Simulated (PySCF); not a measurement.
PySCF 2.14.0, BP86/def2-svp, df: C[SiH2]O[Si](Cl)(Cl)Cl, 12 atoms. The geometry is a generated start, not checked to be a minimum at this level.

```json
{
 "task": "energy",
 "method": "bp86",
 "basis": "def2-svp",
 "two_electron_scheme": "density fitting",
 "mol.max_memory": "3000 MB",
 "mf.max_cycle": "100",
 "mf.init_guess": "minao (default)",
 "mf.DIIS": "CDIIS (default)",
 "mf.conv_tol": "1e-09 (default)",
 "mf.grids.level": "3 (default)",
 "basis_functions": "143",
 "grid_points": "172240"
}
```

```xyz
12

Si     2.2190    -0.0619     0.3979
Cl     3.0799    -1.6767    -0.4230
Cl     3.1632     1.6074    -0.1930
Cl     2.1827    -0.2032     2.3964
O      0.6977     0.0129    -0.0922
Si    -0.7217     0.1002    -0.9243
C     -2.1003    -0.0149     0.3704
H     -0.6832    -1.0377    -1.8430
H     -0.6723     1.3898    -1.6099
H     -2.0362     0.7952     1.0940
H     -3.0790     0.0384    -0.0981
H     -2.0497    -0.9494     0.9249
```

One run each on 2 threads, 1 BLAS thread. Values of diis_space tried: 3, 5, 8 (default), 12, 20.

**Question.** Predict the course of the Fock builds along this series.

**Answer.** Fewest Fock builds, within one of each other: 5 with 14, 8 (default) with 13, 12 with 13, 20 with 13. The count rises to 20 at 3. All converge to one solution.

```csv
diis_space,Fock builds,end
3,20,same solution
5,14,same solution
8 (default),13,same solution
12,13,same solution
20,13,same solution
```
